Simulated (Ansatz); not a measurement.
We consider Ti2AlN (P6₃/mmc, No. 194, 8 atoms in the cell; start mp-4978), described by LDA in Ansatz (PAW).

Settings: plane-wave cutoff 520 eV, 24×24×4 k mesh (along the axes of the cell as run), Fermi–Dirac smearing 0.05 eV, no spin polarisation, scalar-relativistic PAW data made under PBE.

Cell (relaxed at this level):

```cif
data_Al2N2Ti4
_chemical_formula_sum 'Ti4 Al2 N2'
_space_group_name_H-M_alt 'P63/mmc'
_space_group_IT_number 194
_space_group_name_Hall '-P 6c 2c'
_cell_length_a 2.94193
_cell_length_b 2.94193
_cell_length_c 13.40635
_cell_angle_alpha 90.000
_cell_angle_beta 90.000
_cell_angle_gamma 120.000
loop_
_atom_site_label
_atom_site_type_symbol
_atom_site_symmetry_multiplicity
_atom_site_Wyckoff_symbol
_atom_site_fract_x
_atom_site_fract_y
_atom_site_fract_z
_atom_site_occupancy
Ti1 Ti 4 f 0.33333 0.66667 0.08502 1
Al1 Al 2 d 0.66667 0.33333 0.25000 1
N1 N 2 a 0.00000 0.00000 0.00000 1
```

What does this level give for the bulk modulus?


- bulk modulus = 174 GPa

Note: the run has no spin polarisation, so it can have missed a magnetic state; the bulk modulus is −V dP/dV from two relaxed cells at ±2 % in volume; the relaxation could not lower the start's symmetry, so the cell can be a saddle point above a distorted one.

It cost roughly 8 core-minutes of CPU time.

A start named mp-… is a Materials Project structure, which need not be a measured phase.

Ansatz is a quantum-chemistry and plane-wave program.
